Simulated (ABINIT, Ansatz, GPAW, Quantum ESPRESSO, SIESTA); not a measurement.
# Be (P6_3/mmc, 4 atoms in the cell) computed with different codes at matched settings

Self-consistent single point.

```xyz
4
Lattice="2.3197 0.0000 0.0000 -1.1599 2.0089 0.0000 0.0000 0.0000 7.4637" Properties=species:S:1:pos:R:3 pbc="T T T"
Be     0.0000     0.0000     0.0000
Be     0.0000     0.0000     3.7319
Be     0.0000     1.3393     1.8659
Be     1.1599     0.6696     5.5978
```

All programs got the same cell, k-point mesh and kind of occupations (in Ansatz's words: kpoints.mp_grid.grid = 16 16 5; scf.occupations.method = gaussian; scf.occupations.width = 0.136 eV); potentials, basis and cutoffs are each program's usual ones.

| code | model | pressure (GPa) | k-points | cutoff |
|---|---|---|---|---|
| Ansatz | PBE, default PAW files | -10.15 | 90 | default |
| Quantum ESPRESSO | PBE, PSlibrary PAW (PBE) pseudopotentials | -10.46 | 90 | 40 Ry |
| SIESTA | GGA PBE, numerical atomic orbitals DZP, PseudoDojo PBE standard norm-conserving potentials (rewritten from UPF to PSML) | -10.85 | 683 | grid 300 Ry |
| ABINIT | PBE, PAW (JTH v2.0 PBE PAW) | -10.22 | 90 | 544 eV |
| GPAW | PBE, GPAW PAW datasets PBE (gpaw-data 1.0.1) | -8.96 | 90 | 800 eV |

The spread over the programs that give each value: pressure within 1.89 GPa.

The starting cell was generated: these elements placed on a structure prototype, without a prior relaxation; it need not be a known phase or ordering of this composition. Its lattice was rescaled by a random factor within 2.5 % of one. On Ansatz's run: In the base run, with a pressure of about -10 GPa the cell is away from its equilibrium volume at this level.

Problem. Why do the programs differ, and what cannot be compared?

Solution. Differences of this kind can come from the potentials, where these differ, and from what each basis and cutoff leave unconverged. The valence holds different numbers of electrons (Ansatz (a program for electronic structure) 8, Quantum ESPRESSO 8, SIESTA 16, ABINIT 16, GPAW 8). The zero of total energies and Fermi levels follows the potentials and each program's conventions, so they are not compared here. SIESTA uses small atom-centred bases, whose incompleteness enters pressures, forces and empty levels differently from a plane-wave cutoff. Ansatz's pressure is given at a fixed set of plane waves, as the other plane-wave codes print theirs; with its correction for the finite basis it is -10.11 GPa. The programs reduce the same mesh by symmetry to different extents, which changes the work and not the result. In the pressure, GPAW (by 1.23) lies more than 1 GPa from the median of the plane-wave programs.

Left out of this page: Elk and FLEUR (not drawn, or without a comparable value).

Keys are those of Ansatz 0.2.
